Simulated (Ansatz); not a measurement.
The parent structure is MgSe in the rock salt structure (space group Fm-3m, No. 225; a = 5.5083 Å).

It is then changed as follows: every Se is replaced by S; the structure is relaxed again.

All numbers come from Kohn–Sham DFT with the PBE functional, run in Ansatz (an electronic-structure program) with PAW and 420 eV plane waves, scalar-relativistic without spin-orbit coupling, earlier PAW set.

Base, band edges from the VBM (valence, conduction): X -1.71, 1.77; W -2.45, 4.43; L -0.55, 3.80; Γ 0.00, 2.40; K -1.37, 3.02; U -1.37, 3.02 eV.

Task: Give the band edges at the high-symmetry points of the new zone, measured from its valence-band maximum.

Result: 
| point | valence edge (eV) | conduction edge (eV) |
|---|---|---|
| Γ | 0.00 | 3.60 |
| X | -1.64 | 2.76 |
| U | -1.33 | 3.89 |
| K | -1.33 | 3.89 |
| L | -0.57 | 4.53 |
| W | -2.31 | 5.19 |

The gap is 2.76 eV, indirect, Γ → X.

Stability against distortions was not tested.
